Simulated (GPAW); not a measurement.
Several settings converged on a (100) slab of LiHfSe2 (cut from a parent of space group no. 164; 8 atoms in the cell)

```xyz
8
Lattice="3.7171 0.0000 0.0000 0.0000 6.6194 0.0000 0.0000 0.0000 19.3651" Properties=species:S:1:pos:R:3 pbc="T T T"
Li     1.8585     3.3097     8.0730
Hf     1.8585     0.0000     8.0730
Se     0.0000     1.6436     9.1460
Se     0.0000     4.9758     7.0000
Li     0.0000     3.3097    11.2921
Hf     0.0000     0.0000    11.2921
Se     1.8585     1.6436    12.3651
Se     1.8585     4.9758    10.2191
```

Base method: PBEsol, GPAW PAW datasets PBEsol (made by gpaw-setup) (plane waves; GPAW).

Base settings: mode = pw; ecut = 550 eV; xc = PBEsol; kpts = 4 3 1; mesh shift (steps) = 0 0 0; occupations.name = fermi-dirac; occupations.width = 0.1 eV; nbands = -12; convergence.forces = 0.001 eV/Å; symmetry.symmorphic = false.

The count of work is k-points × plane waves × bands × iterations; it is no time. 

**The vacuum**

The mesh stays at the base's, so the ladder's end is converged at best in this setting alone.

Only quantities that move along the ladder and can be compared are tabulated.

| vacuum between outermost atoms (Å) | free energy less the last step's (meV/atom) | largest difference of a force vector from the last step's (eV/Å) | count of work / last |
|---|---|---|---|
| 3.0 | -31.48 | 0.225 | 0.23 |
| 5.0 | -2.27 | 0.019 | 0.27 |
| 7.0 | -0.33 | 0.004 | 0.35 |
| 10.0 | 0.00 | 0.000 | 0.43 |
| 14.0 | 0.01 | 0.000 | 0.55 |
| 30.0 | 0.00 | 0.000 | 1.0 |

Smallest vacuum between outermost atoms (Å) that holds the forces within 0.005 eV/Å of the last step, with all finer ones: 7.0, at 0.35 of the last step's count of work; the step before is off by 0.019 eV/Å.

Smallest vacuum between outermost atoms (Å) that holds the free energy within 1 meV/atom of the last step, with all finer ones: 7.0, at 0.35 of the last step's count of work; the step before is off by 2.3 meV/atom.

**The k-point mesh**

Only quantities that move along the ladder and can be compared are tabulated.

| kpts | free energy less the last step's (meV/atom) | largest difference of a force vector from the last step's (eV/Å) | count of work / last |
|---|---|---|---|
| 2 1 1 | 93.55 | 0.242 | 0.12 |
| 3 2 1 | 13.47 | 0.208 | 0.26 |
| 4 3 1 | 2.04 | 0.026 | 0.39 |
| 5 3 1 | -2.02 | 0.025 | 0.39 |
| 9 5 1 | 0.00 | 0.000 | 1.0 |

Coarsest kpts that holds the free energy within 5 meV/atom of the last step, with all finer ones: 4 3 1, at 0.39 of the last step's count of work; the step before is off by 13 meV/atom.

Coarsest kpts that holds the forces within 0.02 eV/Å: not settled: the last two steps still differ by 0.025 eV/Å, over half the tolerance, so the ladder does not show it.

**The plane-wave cutoff**

The mesh stays at the base's, so the ladder's end is converged at best in this setting alone.

Only quantities that move along the ladder and can be compared are tabulated.

```csv
ecut,free energy less the last step's (meV/atom),count of work / last
275 eV,43.10,0.12
330 eV,15.44,0.17
385 eV,7.15,0.22
550 eV,0.62,0.35
660 eV,0.31,0.46
1100 eV,0.00,1.0
```

Coarsest ecut that holds the free energy within 2 meV/atom of the last step, with all finer ones: 550 eV, at 0.35 of the last step's count of work; the step before is off by 7.2 meV/atom.

On the base run: the starting cell comes from a database of computed structures (which also holds hypothetical and non-ambient phases and stackings), without a prior relaxation at this level. The slab is cut from that crystal, and its faces are unrelaxed. Its lattice was rescaled by up to half a per cent. Spin polarisation is off, though cut faces can carry moments; the slab shows no gap. In the base run, forces exceed 1 eV/Å. Without a gap this mesh is coarse (it stands for a supercell whose shortest in-plane vector is 15 Å).
